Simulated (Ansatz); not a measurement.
Structures of equal composition on the (0001) surface of hcp Ru: one row in 4 of the top plane missing; p(2x2), one Ru site of the top plane empty. The slabs share one bottom face, and each structure is named by its start. These are constructed structures in small cells; real faces may alloy, dewet or reconstruct in larger ones, and not all known structures of the face are among them. Slabs of about 11 Å, Fermi-Dirac smearing of 0.1 eV. Bottom of the slabs: a bare face, its two planes held. Relaxed from the named starts with such symmetry as they have, on meshes of like density; energies extrapolated to zero smearing; spin only where a row says so; no spin-orbit coupling, no U. Brackets mark spin-polarised runs, whose order is one that fits the cell. The cells differ, so small differences also carry the error of unlike k-meshes.

Calculation: PBE (plane waves to 420 eV, PAW; Ansatz, a program for electronic structure).

Q: Order them by energy per 1x1 cell (lowest first) at the level PBE.

A: one row in 4 of the top plane missing (0.00 eV), p(2x2), one Ru site of the top plane empty (0.13 eV)
